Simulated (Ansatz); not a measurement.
The (311) surface of fcc Pd in its 1x1 cell, outermost plane spacing 1.19 Å in the ideal cut

The numbers are results of PBE (plane waves to 420 eV, PAW; Ansatz, a first-principles code), not measurements.

Set-up: 9 atoms, 9.5 Å thick at the start (thin: gaps and levels are the slab's own); mesh 14x8x1; 0.1 eV smearing; dipole correction on; all atoms relaxed; held to the part of the start's symmetry that mesh and held atoms allow; no spin, no spin-orbit, no U.

The surface energy (mean of both faces) comes out as 100 meV/Å^2, the surface energy before relaxation is 1.64 J/m² and the work function of the top face comes out as 4.91 eV. The energy released by relaxation comes out as 0.057 eV and the cost comes out as roughly 22 core-minutes.
